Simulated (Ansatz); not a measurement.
## Worked sum: formation energy of O_i in Nb (bcc, Im-3m)

We look at the formation energy of O_i in Nb (bcc, Im-3m). Reaction: 64 Nb (bcc) + 1/2 O2 (gas) → cell A.

A: a supercell of 64 sites of Nb (bcc, Im-3m) with O off the lattice sites (6 Nb at 2.04–2.28 Å); spin state with PBE: run without spin.

Method: Ansatz (a program for electronic structure), PAW, neutral cells at 0 K with nuclei at rest, on structures from PBE. Ansatz runs with its PAW set soft_1. Other levels take these structures. The lattices are those relaxed with PBE, so at other levels the solids can be strained. Larger cells are relaxed from a start prepared with the learned potential CHGNet, on a coarser mesh till forces fall under 0.03 eV/Å, which some starts already meet. A dispersion term (D3(BJ), or D4 for r2SCAN) was computed beside these levels and is taken off wherever the name lacks it. Space groups of crystals are read within 0.01 Å. The d electrons get no Hubbard U. Mesh and cell size may move defect energies by 0.1 eV or more. Cell A has symmetry I4/mmm within 0.02 Å and got no random move, so less symmetric positions, which may lie lower, weren't tried.

Total energies of the cells in eV, at zero smearing width. They compare only within one column; the weights balance every element.

```json
[
 {"cell": "A: Nb:O_i", "atoms": "65", "weight": "+1", "r2SCAN": "-292644.31904"},
 {"cell": "Nb (bcc)", "atoms": "64", "weight": "−1", "r2SCAN": "-292073.99459"},
 {"cell": "O2 (gas)", "atoms": "2", "weight": "−1/2", "r2SCAN": "-1131.97288"}
]
```

r2SCAN: (-292644.31904) − (-292073.99459) − 1/2 × (-1131.97288) = -4.338 eV.
